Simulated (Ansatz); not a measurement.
The parent structure is SrTe in the rock salt structure (space group Fm-3m, No. 225; a = 6.607 Å).

Calculations: PBEsol (Ansatz, a program for electronic structure), spin-orbit coupling left out.

Before the change:

- Electron mass: 1.3 mₑ along k, 0.24 mₑ across (at X)
- Valley order: X along ⟨100⟩ 1.57 eV; Γ 2.82 eV
- Shortest interatomic distance: 3.303 Å

The change: hydrostatic tension (pressure −2 GPa).

What happens to the electron mass?

The electron mass becomes 1.3 mₑ along k, 0.26 mₑ across (at X) (base: 1.3 mₑ along k, 0.24 mₑ across (at X)).

What does the calculation give for the valley order after the change?

The valley order (the lowest conduction-band minima on the path, energy above the VBM, named in the base's zone) changes from X along ⟨100⟩ 1.57 eV; Γ 2.82 eV to X along ⟨100⟩ 1.73 eV; Γ 2.54 eV.

Predict the new shortest interatomic distance.

The shortest interatomic distance increases by 0.0713 Å (3.303 Å → 3.375 Å).

With Te present, leaving out spin-orbit coupling can change the band edges. The levels and masses belong to the bands next to the band gap. Load acts through the strain it causes; cell and atoms are relaxed under it. Masses are band curvatures over ±0.01 Å⁻¹ around the edge. Along k means along the line from Γ to the band edge. Whether these cells are dynamically stable was not tested.
